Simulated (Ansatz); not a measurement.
# BN, response to strain

Consider BN in the zinc blende structure (space group F-43m, No. 216; a = 3.6097 Å). Axes: x, y, z lie along the cube axes.

Strains are applied to the cell and any free atomic positions relax; under biaxial strain the out-of-plane vector relaxes too.

Computed with r2SCAN (Ansatz, a first-principles code), without spin-orbit coupling.

Notes on the quantities. energy relative to the base: free energy F.

```csv
"biaxial strain, plane normal [001], relaxed out of plane (%)",energy relative to the base (meV/atom)
-3,32.5
-2.5,22.3
-2,?
-1.5,7.9
-1,3.5
-0.5,0.9
0,0.0
```

**Question.** Fit ΔE = Aε² + Bε³ (ε in %) to the rows shown and predict the withheld row.

**Answer.** Least squares on the printed values gives A = 3.40 and B = -0.069 meV/atom (largest residual 0.0 meV/atom); this predicts 14.2 meV/atom, and the run gives 14.2 meV/atom, in agreement.

Stability against distortions was not tested.
